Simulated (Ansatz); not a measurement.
# GaBO3 (R-3c): band-edge transport data

Data:

```
GaBO3
1.0
    2.29228     1.32345     4.72640
   -2.29228     1.32345     4.72640
    0.00000    -2.64690     4.72640
Ga B O
2 2 6
Direct
  0.50000   0.50000   0.50000
  0.00000   0.00000   0.00000
  0.25000   0.25000   0.25000
  0.75000   0.75000   0.75000
  0.94898   0.55102   0.25000
  0.05102   0.44898   0.75000
  0.25000   0.94898   0.55102
  0.75000   0.05102   0.44898
  0.55102   0.25000   0.94898
  0.44898   0.75000   0.05102
```

Method: PBEsol, rigid bands (plane waves, PAW, scalar-relativistic; Ansatz, a first-principles code). Geometry: cell and atoms relaxed with PBEsol.

The band gap is 4.17 eV and the electron conductivity mass (300 K, dilute) is 0.44 (x), 0.44 (y), 1.88 (z) mₑ. The hole conductivity mass (300 K, dilute) is 2.1 (x), 2.1 (y), 3.0 (z) mₑ, the effective density of states N_c (300 K) is 1.5e19 cm⁻³ and the effective density of states N_v (300 K) is 5.8e20 cm⁻³. The density-of-states mass, electrons is 0.72 mₑ and the density-of-states mass, holes comes out as 8.1 mₑ. The Seebeck coefficient, n-type 1e19 cm⁻³, 300 K is -254 μV/K. The best n-type power factor at 300 K for τ = 10 fs (best axis; densities from 1e16 to 1e21 cm⁻³ tried, whether or not they can be reached) is 5.4 μW/(cm·K²) at 3e19 cm⁻³ and the Seebeck coefficient, p-type 1e19 cm⁻³, 300 K is 589 μV/K.

Rigid bands; masses and Seebeck coefficients take one relaxation time τ for all states and one kind of carrier; polarons and phonon drag are left out. Spin-orbit coupling is left out; where it splits the top of the valence band, N_v and the p-type Seebeck coefficient come out somewhat high without it.

Formula and space group known from diffraction (Crystallography Open Database), not checked to be the room-temperature form: GaBO3 (R-3c).
